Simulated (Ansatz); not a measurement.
Consider GaN in the wurtzite structure (space group P6_3mc, No. 186).

```yaml
crystal:
  lattice:
    - [3.18312, 0.00000, 0.00000]
    - [-1.59156, 2.75667, 0.00000]
    - [0.00000, 0.00000, 5.18363]
  atoms:
    - { symbol: Ga, position: [0.66667, 0.33333, 0.00099] }
    - { symbol: Ga, position: [0.33333, 0.66667, 0.50099] }
    - { symbol: N, position: [0.66667, 0.33333, 0.62421] }
    - { symbol: N, position: [0.33333, 0.66667, 0.12421] }
```

Computed with r2SCAN (Ansatz, a first-principles code; PAW; 500 eV plane waves; no spin-orbit coupling).

Before the change:

```
Item                                          Value
-----------------------------  --------------------
Valence-band top at Γ          0.00, 0.00, -0.04 eV
Shortest interatomic distance               1.946 Å
Band gap                                    2.35 eV
```

Modification: As takes the place of N on all its sites, then cell and atoms are relaxed.

Task: How does this affect the valence-band top at Γ, shortest interatomic distance and band gap?

Result: The valence-band top at Γ (three highest levels, from the VBM) goes from 0.00, 0.00, -0.04 eV to 0.00, 0.00, -0.19 eV; the shortest interatomic distance goes up by 0.505 Å (1.946 Å → 2.451 Å); the band gap shrinks by 1.39 eV to 0.96 eV.

Stability against distortions was not tested. For GaAs in this form, whether it has been made was not checked. This is not the structure that GaAs has at room temperature and ambient pressure.
